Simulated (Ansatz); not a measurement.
## A computed series for hypothetical cubic perovskite SrSnSe3: pressure series

The reference is SrSnSe₃ in the cubic perovskite structure (space group Pm-3m, No. 221; a = 5.323 Å; a hypothetical phase, not in the database extracts checked).

Cell and atoms are relaxed at each pressure.

Calculations: Ansatz (a first-principles code), PBE, PAW, cutoff 420 eV, spin-orbit coupling left out.

```json
[
 {"pressure (GPa)": "-1", "volume per atom (Å³/atom)": "30.897"},
 {"pressure (GPa)": "0", "volume per atom (Å³/atom)": "30.161"},
 {"pressure (GPa)": "0.3", "volume per atom (Å³/atom)": "29.959"},
 {"pressure (GPa)": "0.7", "volume per atom (Å³/atom)": "29.702"},
 {"pressure (GPa)": "1.5", "volume per atom (Å³/atom)": "29.224"},
 {"pressure (GPa)": "3", "volume per atom (Å³/atom)": "28.425"},
 {"pressure (GPa)": "5", "volume per atom (Å³/atom)": "27.522"},
 {"pressure (GPa)": "7.5", "volume per atom (Å³/atom)": "?"},
 {"pressure (GPa)": "10", "volume per atom (Å³/atom)": "25.777"}
]
```

Fit the third-order Birch–Murnaghan form P(V) = (3B₀/2)[(V₀/V)^(7/3) − (V₀/V)^(5/3)]·[1 + (3/4)(B₀′ − 4)((V₀/V)^(2/3) − 1)] (squares taken in P) to the rows shown and predict the withheld row.

Least squares on the printed values gives V₀ = 30.162 Å³/atom, B₀ = 44.0 GPa, B₀′ = 4.7; this predicts 26.576 Å³/atom, and the run gives 26.576 Å³/atom, in agreement.

Load acts through the strain it causes; cell and atoms are relaxed under it. Whether these cells are dynamically stable was not tested. No other phases were tried under pressure. All final runs are without spin polarisation. Many cubic perovskites are stable only at high temperature; tilts and polar distortions were not tested.
